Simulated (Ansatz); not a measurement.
Take ZnO in the wurtzite structure (space group P6_3mc, No. 186; a = 3.230 Å, c = 5.215 Å) as the base. Axes: x lies along a and z along c of the hexagonal cell.

Now apply this change: compressive biaxial strain of 0.35 % in the plane normal to [001], as in epitaxy on a mismatched substrate; the out-of-plane cell vector and the atoms relax.

Levels (all Ansatz, an electronic-structure program, PAW): PBEsol (420 eV, no spin-orbit coupling); r2SCAN (500 eV, no spin-orbit coupling).

The geometry is relaxed with PBEsol.

| Property | Value |
|---|---|
| PBEsol electron mass | 0.13 mₑ (at Γ) |
| PBEsol lowest conduction level above the VBM at special points | Γ 0.70 eV; A 3.39 eV; L 5.59 eV; M 5.76 eV |
| PBEsol pressure | 0.51 GPa |

With r2SCAN at the same geometry, the electron mass goes from 0.13 mₑ (at Γ) to 0.19 mₑ (at Γ); the lowest conduction level above the VBM at special points goes from Γ 0.70 eV; A 3.39 eV; L 5.59 eV; M 5.76 eV to Γ 1.24 eV; A 3.94 eV; L 6.26 eV; M 6.47 eV; the pressure increases by 0.43 GPa, from 0.51 GPa to 0.94 GPa.

Single points use the geometry relaxed with PBEsol. Their cutoffs differ, which shifts pressures a little. The levels and masses belong to the bands next to the band gap. Masses are band curvatures over ±0.01 Å⁻¹ around the edge. Whether these cells are dynamically stable was not tested.
